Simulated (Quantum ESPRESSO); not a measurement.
Input and output of a self-consistent single point for Fe₃Mo (P6_3/mmc, 8 atoms in the cell) (Quantum ESPRESSO).

Level of theory: LDA (PZ), PSlibrary PAW (LDA) pseudopotentials (plane waves; Quantum ESPRESSO 7.5).

The change in words: lattice scaled by 0.985. Reference geometry:
```
CELL_PARAMETERS angstrom
      5.12898     0.00000     0.00000
     -2.56449     4.44183     0.00000
      0.00000     0.00000     4.10924
ATOMIC_POSITIONS crystal
  Fe 0.16079 0.32158 0.25000
  Fe 0.83921 0.67842 0.75000
  Fe 0.83921 0.16079 0.75000
  Fe 0.16079 0.83921 0.25000
  Fe 0.67842 0.83921 0.25000
  Fe 0.32158 0.16079 0.75000
  Mo 0.33333 0.66667 0.75000
  Mo 0.66667 0.33333 0.25000
```
Moments meant for the start (each program seeds them in its own way; μB, in the order of the atoms Fe Fe Fe Fe Fe Fe Mo Mo): 4.0 4.0 4.0 4.0 4.0 4.0 0.0 0.0.

Reference input (self-consistent single point, DFT, LDA (PZ), plane waves, PSlibrary PAW (LDA) pseudopotentials): ecutwfc = 55 Ry; ecutrho = 330 Ry; occupations = smearing; smearing = cold; degauss = 0.0073499 Ry; nspin = 2; potentials = {Fe: Fe.pz-n-kjpaw_psl.1.0.0.UPF, Mo: Mo.pz-spn-kjpaw_psl.1.0.0.UPF}; K_POINTS = automatic 6 6 7 0 0 0; conv_thr = 1e-11 Ry; mixing_beta = 0.4. This run's input differs from it in these lines:

```diff
@@ -10,3 +10,3 @@
    ibrav = 0
-   celldm(1) = 9.6923675254
+   celldm(1) = 9.5469821709
    nat = 8
@@ -42,3 +42,3 @@
   -0.5000000000     0.8660254038     0.0000000000
-   0.0000000000     0.0000000000     0.8011807394
+   0.0000000000     0.0000000000     0.8011806469
```

Output, abridged:

```
     Self-consistent Calculation

     iteration #  1     ecut=    55.00 Ry     beta= 0.40

     total energy              =   -1533.97653849 Ry
     estimated scf accuracy    <       1.02254955 Ry

     total magnetization       =    10.70 Bohr mag/cell
     absolute magnetization    =    12.20 Bohr mag/cell

     iteration #  2     ecut=    55.00 Ry     beta= 0.40

     total energy              =   -1534.09040343 Ry
     estimated scf accuracy    <       3.50719334 Ry

     total magnetization       =     7.85 Bohr mag/cell
     absolute magnetization    =     9.11 Bohr mag/cell

     iteration #  3     ecut=    55.00 Ry     beta= 0.40

   [... lines left out ...]
     absolute magnetization    =     2.16 Bohr mag/cell

     iteration # 32     ecut=    55.00 Ry     beta= 0.40

     Magnetic moment per site  (integrated on atomic sphere of radius R)
     atom   1 (R=0.199)  charge=  6.5725  magn=  0.3233
     atom   2 (R=0.199)  charge=  6.5725  magn=  0.3233
     atom   3 (R=0.199)  charge=  6.5725  magn=  0.3233
     atom   4 (R=0.199)  charge=  6.5725  magn=  0.3233
     atom   5 (R=0.199)  charge=  6.5725  magn=  0.3233
     atom   6 (R=0.199)  charge=  6.5725  magn=  0.3233
     atom   7 (R=0.206)  charge= 11.2113  magn= -0.0731
     atom   8 (R=0.206)  charge= 11.2113  magn= -0.0731
     End of self-consistent calculation

     the Fermi energy is    17.2109 ev

!    total energy              =   -1534.62349059 Ry
     estimated scf accuracy    <          1.1E-12 Ry
     smearing contrib. (-TS)   =       0.00038816 Ry
     internal energy E=F+TS    =   -1534.62387875 Ry

     total magnetization       =     1.81 Bohr mag/cell
     absolute magnetization    =     2.16 Bohr mag/cell

     convergence has been achieved in  32 iterations

     Forces acting on atoms (cartesian axes, Ry/au):

     atom    1 type  1   force =     0.00000000   -0.00120662    0.00000000
     atom    2 type  1   force =     0.00000000    0.00120662   -0.00000000
     atom    3 type  1   force =     0.00104496   -0.00060331    0.00000000
     atom    4 type  1   force =    -0.00104496    0.00060331    0.00000000
   [... lines left out ...]

     Total force =     0.002956     Total SCF correction =     0.000002

          total   stress  (Ry/bohr**3)                   (kbar)     P=      -76.17
  -0.00050226   0.00000000  -0.00000000          -73.89        0.00       -0.00
   0.00000000  -0.00050226   0.00000000            0.00      -73.89        0.00
   0.00000000  -0.00000000  -0.00054880            0.00       -0.00      -80.73

   JOB DONE.
```

The run converged in 32 iterations. Against the reference run the free energy falls by 42.4 meV/atom, the pressure goes from -19.40 to -7.62 GPa, the largest force goes from 0.066 to 0.031 eV/Å and the size of the net moment goes from 0.29 to 0.23 μB/atom.

The starting cell comes from a database of computed structures (which also holds hypothetical and non-ambient phases and stackings), without a prior relaxation at this level. For this run, on top of that: lattice scaled by 0.985. The moments shrank to a small part of their start, a low-spin state that need not be the lowest.

Cost on one core of a shared machine: roughly 20 min.
